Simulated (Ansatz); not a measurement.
The starting structures come from a database of crystals and need not be the phases stable at ambient conditions.

 Where the default PAW files enter, the runs use the earlier of Ansatz's two default sets.

By PBEsol, the system below comes out a metal.

A figure of merit of an interconnect metal is its ballistic conductance per area.

```
NbN
1.0
    3.01071     0.00000     0.00000
    0.00000     6.01615     0.00000
    1.50536     0.00000     2.60735
Nb N
2 2
Direct
  0.00000   0.50000   0.00000
  0.00000   0.00000   0.00000
  0.66667   0.75000   0.66667
  0.33333   0.25000   0.33333
```

Space group of this cell: P6_3/mmc, NiAs type. The cell is strained (all lengths scaled by 1.02); by PBEsol its mean pressure is -27.8 GPa.

The current flows along the normal of the first two printed cell vectors, the (100) plane of the conventional cell. No spin-orbit coupling; the value is a mean over 0.1 eV about the Fermi level.

Predict the ballistic conductance per area from Ansatz (a program for electronic structure) with PBEsol.

0.48 × 10¹⁵ S/m² for both spins.
